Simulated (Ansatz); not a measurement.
# CdTe: response to strain

The reference is CdTe in the zinc blende structure (space group F-43m, No. 216).

```
CELL_PARAMETERS angstrom
      0.00000     3.27889     3.27889
      3.27889     0.00000     3.27889
      3.27889     3.27889     0.00000
ATOMIC_POSITIONS crystal
  Cd 0.00000 0.00000 0.00000
  Te 0.25000 0.25000 0.25000
```

Cartesian axes are those of the cell as printed.

Strains are applied to the cell and any free atomic positions relax.

Computed with DFT with r2SCAN, PAW potentials and a 500 eV plane-wave cutoff in Ansatz (a quantum-chemistry and plane-wave program), no SOC.

Notes on the quantities. energy relative to the base: free energy F.

```csv
case,band gap,shortest interatomic distance,energy relative to the base
base,1.17 eV,2.840 Å,0 meV/atom
tensor shear ε_xy = +1.71 %,1.07 eV,2.834 Å,+2.6 meV/atom
tensor shear ε_xy = +2.00 %,1.05 eV,2.833 Å,+3.5 meV/atom
tensor shear ε_xy = +1.43 %,1.08 eV,2.834 Å,+1.8 meV/atom
tensor shear ε_xy = +0.86 %,1.12 eV,2.836 Å,+0.7 meV/atom
tensor shear ε_xy = +1.14 %,?,?,?
tensor shear ε_xy = +0.57 %,1.13 eV,2.837 Å,+0.3 meV/atom
tensor shear ε_xy = +0.29 %,1.15 eV,2.838 Å,+0.1 meV/atom
```

Q: Complete the table.

A: 
- tensor shear ε_xy = +1.14 %, band gap: 1.10 eV
- tensor shear ε_xy = +1.14 %, shortest interatomic distance: 2.835 Å
- tensor shear ε_xy = +1.14 %, energy relative to the base: +1.1 meV/atom

Spin-orbit coupling, missing from the scalar runs, can matter with Te. No phonon test of stability was made.
